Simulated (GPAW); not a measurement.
A self-consistent single point of TiTe₂ (P1, 3 atoms in the cell) with GPAW.

Method: LDA (Perdew-Wang 92), GPAW PAW datasets LDA (gpaw-data 1.0.1) (plane waves; GPAW).

```yaml
crystal:
  lattice:
    - [3.82421, 0.00000, 0.00000]
    - [-1.91210, 3.31186, 0.00000]
    - [0.00000, 0.00000, 6.71825]
  atoms:
    - { symbol: Ti, position: [0.99591, 0.00086, 0.99983] }
    - { symbol: Te, position: [0.66878, 0.33080, 0.74998] }
    - { symbol: Te, position: [0.33531, 0.66834, 0.25019] }
```

Reference input (self-consistent single point, DFT PBE, plane waves, GPAW PAW datasets PBE (gpaw-data 1.0.1)): mode = pw; ecut = 800 eV; xc = PBE; kpts = 6 6 3; mesh shift (steps) = 0 0 0; occupations.name = methfessel-paxton; occupations.width = 0.136 eV; occupations.order = 0; nbands = -7; convergence.forces = 0.001 eV/Å; symmetry.symmorphic = false; symmetry.tolerance = 0.0005. This run's input differs from it in these lines:

```diff
@@ -14,3 +14,3 @@
 calc = GPAW(mode={'name': 'pw', 'ecut': 800},
-            xc='PBE',
+            xc='LDA',
             kpts={'size': (6, 6, 3), 'gamma': True},
```

Its files differ too (potentials: GPAW PAW datasets LDA (gpaw-data 1.0.1)).

Output (repeated stretches shortened):

```
     iter     time        total  log10-change:
                         energy   eigst   dens  force
iter:   1 --:--:--   -17.470741
iter:   2 --:--:--   -17.457004   -1.21  -1.27
iter:   3 --:--:--   -17.369871   -1.30  -1.28
iter:   4 --:--:--   -17.338135   -2.98  -1.57
iter:   5 --:--:--   -17.327273   -3.36  -1.64
iter:   6 --:--:--   -17.296658   -2.61  -1.80
iter:   7 --:--:--   -17.288179   -2.90  -2.12
iter:   8 --:--:--   -17.288714c  -4.52  -2.56
iter:   9 --:--:--   -17.287419c  -3.72  -2.51
iter:  10 --:--:--   -17.287316c  -4.23  -2.99
iter:  11 --:--:--   -17.287305c  -5.37  -3.43
iter:  12 --:--:--   -17.287290c  -5.69  -3.51
iter:  13 --:--:--   -17.287298c  -6.11  -3.73
iter:  14 --:--:--   -17.287297c  -7.02  -3.80
iter:  15 --:--:--   -17.287297c  -6.89  -3.86
iter:  16 --:--:--   -17.287293c  -7.80c -4.03c
iter:  17 --:--:--   -17.287293c  -8.08c -4.57c -2.38
iter:  18 --:--:--   -17.287293c  -8.95c -4.80c -3.30c
Converged after 18 iterations.

Dipole moment: (0.384741, -0.063296, 0.045665) |e|*Ang

Energy contributions relative to reference atoms: (reference = -392448.941346)

Kinetic:        +18.810624
Potential:      -20.137629
External:        +0.000000
XC:             -16.213153
Entropy (-ST):   -0.015037
Local:           +0.260384
SIC:             +0.000000
--------------------------
Free energy:    -17.294811
Extrapolated:   -17.287293

Showing only first 2 kpts
 Kpt  Band  Eigenvalues  Occupancy
  0    10      5.98580    0.00049
  0    11      5.98983    0.00042
  0    12      6.02647    0.00009
  0    13      6.58544    0.00000

  1    10      5.97784    0.00066
  1    11      5.98342    0.00054
  1    12      6.43352    0.00000
  1    13      6.45213    0.00000

Fermi level: 5.65052

No gap
No difference between direct/indirect transitions
Energy (eV): -17.287293

Forces in eV/Ang:
  0 Ti    0.11856   -0.02014    0.01969
  1 Te   -0.07763    0.03959    0.22535
  2 Te   -0.04072   -0.01949   -0.24429

Stress tensor:
     0.031258     0.000220    -0.000702
     0.000220     0.031935     0.001127
    -0.000702     0.001127     0.027521
Stress (GPa, Voigt): [ 5.0081  5.1166  4.4093  0.1805 -0.1125  0.0352]
```

The run converged in 18 iterations. GPAW prints stress with tension positive. Against the reference run the pressure goes from -0.16 to -4.84 GPa and the largest force goes from 0.171 to 0.248 eV/Å.

The starting cell comes from a database of computed structures (which also holds hypothetical and non-ambient phases and stackings), without a prior relaxation at this level. Its atoms were displaced at random from the sites of space group no. 164. Spin polarisation is off, so a magnetic state, if there is one, cannot be reached. With a pressure of about -5 GPa the cell is away from its equilibrium volume at this level.

Cost on one core of a shared machine: roughly 90 s.
